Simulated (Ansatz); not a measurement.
# TiPd3 (Pm-3m, No. 221, 4 atoms in the cell; start mp-636328)

Level of theory: LDA (Ansatz, a quantum-chemistry and plane-wave program, plane waves, PAW).

Numerical settings: plane-wave cutoff 500 eV, 14×14×14 k mesh, Fermi–Dirac smearing 0.1 eV, no spin polarisation, scalar-relativistic PAW data made under PBE.

Cell (relaxed at this level):

Pd$_{3}$Ti has the cubic space group Pm-3m (No. 221), the Cu3Au type structure, Pearson symbol cP4. Lattice parameters: a = 3.8333 Å, b = 3.8333 Å, c = 3.8333 Å, α = 90.00°, β = 90.00°, γ = 90.00°. Ti on 1a sees 12 Pd at 2.711 Å (cuboctahedral). Pd on 3c sees 8 Pd at 2.711 Å and 4 Ti at 2.711 Å (cuboctahedral). (Neighbours: up to the widest gap in distance over summed covalent radii, below 1.35, at either atom.)

| Item | Value |
|---|---|
| band gap | none |

Note: the relaxation could not lower the start's symmetry, so the cell can be a saddle point above a distorted one.

Spin–orbit coupling is not included.

A start named mp-… is a Materials Project structure, which need not be a measured phase.
